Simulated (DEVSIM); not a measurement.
Structure: abrupt Si n-p junction, at 250 K.

Layer 1 from the left is Si, thickness (μm) 9.60, Nd (cm⁻³) 7.7e16, τn (s) 4.6e-5, τp (s) 4.6e-5. Layer 2 from the left is Si, thickness (μm) 5.80, Na (cm⁻³) 1.5e14, τn (s) 4.6e-5, τp (s) 4.6e-5.

Left contact: ohmic. Right contact: ohmic. Voltage is applied to the left contact. Recombination: SRH at mid-gap, radiative. Mobility is μmin + (μ − μmin)/(1 + (N/Nref)^α).

Constants are typed, rounded textbook-type inputs, not results; the design itself was drawn at random and stands for no fabricated device. Values at 300 K; Nc and Nv go as T^1.5, mobilities as T to minus their exponent, the gap by Varshni's rule with the affinity fixed.

Si: gap (eV) 1.124, affinity (eV) 4.05, permittivity 11.7, Nc (cm⁻³) 2.86e19, Nv (cm⁻³) 3.1e19, μn (cm²/Vs) 1417, μp (cm²/Vs) 470, μn,min 52, μp,min 45, Nref,n 9.7e16, Nref,p 2.2e17, αn 0.68, αp 0.72, T exponent of μn 2.3, T exponent of μp 2.2, B (cm³/s) 4.7e-15, Varshni α (eV/K) 0.000473, Varshni β (K) 636.

Q: Estimate by hand the built-in potential, the peak field at zero bias, the capacitance at 3 V, and compare with a numerical solution.

A: 
- Built-in potential: ni = √(Nc Nv) exp(−Eg/2kT) = 8.01e7 cm⁻³ with Eg = 1.136 eV; Vbi = kT/q ln(Na Nd/ni²) = 0.757 V; numerical 0.757 V.
- Peak field at zero bias: depletion approximation: W = √(2εVbi/(qN)) = 2.56 μm with N = 1.50e14 cm⁻³; field = 2Vbi/W = 5920 V/cm; numerical 14500 V/cm (estimate below by 59 %).
- Capacitance at 3 V: C = √(qεN / 2(Vbi + |V|)) = 1.82 nF/cm²; numerical 1.86 nF/cm² (estimate below by 2.4 %).

Model (solved in DEVSIM): 1D drift-diffusion, Boltzmann statistics, complete ionisation; no tunnelling, impact ionisation, image-force lowering or self-heating.
